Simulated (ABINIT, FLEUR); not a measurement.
An ABINIT input for a self-consistent single point of ScAgSe₂ (P-3m1, 4 atoms in the cell) (DFT, PBEsol, plane waves, norm-conserving pseudopotentials (PseudoDojo nc-sr-04 PBEsol standard)):

```
# ScAgSe2, PseudoDojo nc-sr-04 PBEsol standard
pp_dirpath "./"
pseudos "Sc.upf, Ag.upf, Se.upf"
acell 3.9055797133 3.9055797133 6.6104100000 Angstrom
rprim
         1.0000000000    0.0000000170    0.0000000000
        -0.5000000148    0.8660253953    0.0000000000
         0.0000000000    0.0000000000    1.0000000000
natom 4
ntypat 3
znucl 21 47 34
typat 1 2 3 3
xcart
         0.0000000000    0.0000000000    0.0000000000
         0.0000000000    0.0000000000    3.3052050000
        -0.0000000384    2.2548874988    1.5344083692
         1.9527898375    1.1274437827    5.0760016308
      Angstrom
ecut 43
ixc -116133
occopt 1
nband 35
kptopt 1
ngkpt 7 7 4
nshiftk 1
shiftk 0 0 0
nstep 80
tolvrs 1.0e-10
prtwf 0
prtden 0
enunit 1
```

**Question.** Give the FLEUR input for the same structure, mesh, smearing and functional.

**Answer.** This is the input that was run; spellings and numerical settings could be chosen otherwise.

Input of the input generator:

```
scf ScAgSe2
&input film=f /
7.3804760161 0.0000001257 0.0000000000
-3.6902381169 6.3916796591 0.0000000000
0.0000000000 0.0000000000 12.4918644715
1.0
1.0 1.0 1.0

4
21 0.0000000000 0.0000000000 0.0000000000
47 0.0000000000 0.0000000000 0.5000000000
34 0.3333333333 0.6666666667 0.2321200000
34 0.6666666667 0.3333333333 0.7678800000

&comp jspins=1 /
&exco xctyp='PBEs' /
&kpt div1=7 div2=7 div3=4 gamma=t /
&end /
```

```xml
<?xml version="1.0" encoding="UTF-8" standalone="no"?>
<fleurInput fleurInputVersion="0.39">
   <comment>
      scf ScAgSe2                                                                                         
   </comment>
   <calculationSetup>
      <cutoffs Kmax="4.3" Gmax="12.9" GmaxXC="12.9" numbands="0"/>
      <scfLoop itmax="80" minDistance="0.00001" maxIterBroyd="40" imix="Anderson" alpha="0.05" precondParam="0.0" spinf="2.0"/>
      <coreElectrons ctail="T" frcor="F" kcrel="0" coretail_lmax="0"/>
      <xcFunctional name="PBEs" relativisticCorrections="F"/>
      <magnetism jspins="1"/>
      <soc l_soc="F" theta="0.0" phi="0.0" spav="F"/>
      <expertModes spex="0" secvar="F"/>
      <geometryOptimization l_f="T" forcealpha="1.0" forcemix="BFGS" epsdisp="0.00001" epsforce="0.00001"/>
      <ldaU l_linMix="F" mixParam="0.05" spinf="1.0"/>
   </calculationSetup>
   <cell>
      <bzIntegration valenceElectrons="60.0" mode="hist" fermiSmearingEnergy="0.0001">
         <kPointListSelection listName="default-1"/>
         <!-- k-points included here -->
         <xi:include xmlns:xi="http://www.w3.org/2001/XInclude" href="kpts.xml"> </xi:include>
      </bzIntegration>
      <!-- symmetry operations included here -->
      <xi:include xmlns:xi="http://www.w3.org/2001/XInclude" href="sym.xml"> </xi:include>
      <bulkLattice scale="1.0">
         <bravaisMatrix>
            <row-1>    7.3804760161000003     0.0000001257000000     0.0000000000000000</row-1>
            <row-2>   -3.6902381168999998     6.3916796591000002     0.0000000000000000</row-2>
            <row-3>    0.0000000000000000     0.0000000000000000    12.4918644714999996</row-3>
         </bravaisMatrix>
      </bulkLattice>
   </cell>
   <atomSpecies>
      <species name="Scandium (Sc)" element="Sc" atomicNumber="21">
         <mtSphere radius="2.35" gridPoints="829" logIncrement="0.015"/>
         <atomicCutoffs lmax="10" lnonsphr="8"/>
         <electronConfig flipSpins="F">
            <coreConfig>(1s1/2) (2s1/2) (2p1/2) (2p3/2)</coreConfig>
            <valenceConfig>(3s1/2) (3p1/2) (3p3/2) (4s1/2) (3d3/2) (3d5/2)</valenceConfig>
            <stateOccupation state="(3d3/2)" spinUp="0.2" spinDown="0.2"/>
            <stateOccupation state="(3d5/2)" spinUp="0.3" spinDown="0.3"/>
         </electronConfig>
         <energyParameters s="4" p="4" d="3" f="4"/>
         <lo type="SCLO" l="0" n="3" eDeriv="0"/>
         <lo type="SCLO" l="1" n="3" eDeriv="0"/>
      </species>
      <species name="Silver (Ag)" element="Ag" atomicNumber="47">
         <mtSphere radius="2.60" gridPoints="915" logIncrement="0.014"/>
         <atomicCutoffs lmax="10" lnonsphr="8"/>
         <electronConfig flipSpins="F">
            <coreConfig>(1s1/2) (2s1/2) (2p1/2) (2p3/2) (3s1/2) (3p1/2) (3p3/2) (4s1/2) (3d3/2) (3d5/2)</coreConfig>
            <valenceConfig>(4p1/2) (4p3/2) (5s1/2) (4d3/2) (4d5/2)</valenceConfig>
            <stateOccupation state="(5s1/2)" spinUp="0.5" spinDown="0.5"/>
         </electronConfig>
         <energyParameters s="5" p="5" d="4" f="4"/>
         <lo type="SCLO" l="1" n="4" eDeriv="0"/>
         <lo type="HELO" l="2" n="5" eDeriv="0"/>
      </species>
      <species name="Selenium (Se)" element="Se" atomicNumber="34">
         <mtSphere radius="2.35" gridPoints="829" logIncrement="0.015"/>
         <atomicCutoffs lmax="10" lnonsphr="8"/>
         <electronConfig flipSpins="F">
            <coreConfig>(1s1/2) (2s1/2) (2p1/2) (2p3/2) (3s1/2) (3p1/2) (3p3/2)</coreConfig>
            <valenceConfig>(4s1/2) (3d3/2) (3d5/2) (4p1/2) (4p3/2)</valenceConfig>
            <stateOccupation state="(4p1/2)" spinUp="0.6666666666667" spinDown="0.6666666666667"/>
            <stateOccupation state="(4p3/2)" spinUp="1.3333333333333" spinDown="1.3333333333333"/>
         </electronConfig>
         <energyParameters s="4" p="4" d="3" f="4"/>
         <lo type="HELO" l="2" n="4" eDeriv="0"/>
      </species>
   </atomSpecies>
   <atomGroups>
      <atomGroup species="Scandium (Sc)">
         <relPos label="                   1">.0000000000 .0000000000 .0000000000</relPos>
         <force calculate="T" relaxXYZ="TTT"/>
      </atomGroup>
      <atomGroup species="Silver (Ag)">
         <relPos label="                   2">.0000000000 .0000000000 1.000/2.000</relPos>
         <force calculate="T" relaxXYZ="TTT"/>
      </atomGroup>
      <atomGroup species="Selenium (Se)">
         <relPos label="                   3">1.000/3.000 -1.000/3.000 .2321200000</relPos>
         <relPos label="                   4">-1.000/3.000 1.000/3.000 -.2321200000</relPos>
         <force calculate="T" relaxXYZ="TTT"/>
      </atomGroup>
   </atomGroups>
   <output dos="F" band="F" slice="F">
      <checks vchk="F" cdinf="F"/>
      <bandDOS minEnergy="-.5*Htr" maxEnergy="0.5*Htr" sigma="0.015" storeEVData="T"/>
      <vacuumDOS vacdos="F" integ="F" star="F" nstars="0" locx1="0.0" locy1="0.0" locx2="0.0" locy2="0.0" nstm="0" tworkf="0.0"/>
      <unfoldingBand unfoldBand="F" supercellX="1" supercellY="1" supercellZ="1"/>
      <plotting iplot="0" polar="F">
         <plot TwoD="T" vec1="  1.0  0.0  0.0" vec2="  0.0  1.0  0.0" vec3="  0.0  0.0  1.0" zero="  0.0  0.0  0.0" file="plot"/>
      </plotting>
      <chargeDensitySlicing numkpt="0" minEigenval="0.0" maxEigenval="0.0" nnne="0" pallst="F"/>
      <specialOutput eonly="F"/>
      <magneticCircularDichroism mcd="F" energyLo="-10.0" energyUp="0.0"/>
   </output>
  <!-- We include the file relax.xml here to enable relaxations (see documentation) -->
  <xi:include xmlns:xi="http://www.w3.org/2001/XInclude" href="relax.xml"> <xi:fallback/> </xi:include>
</fleurInput>
```

Basis settings and potentials, where a program has them, do not carry over. This input uses DFT, PBEsol, all-electron FLAPW (FLEUR), scalar-relativistic valence.

The starting cell comes from a database of computed structures (which also holds hypothetical and non-ambient phases and stackings), without a prior relaxation at this level.
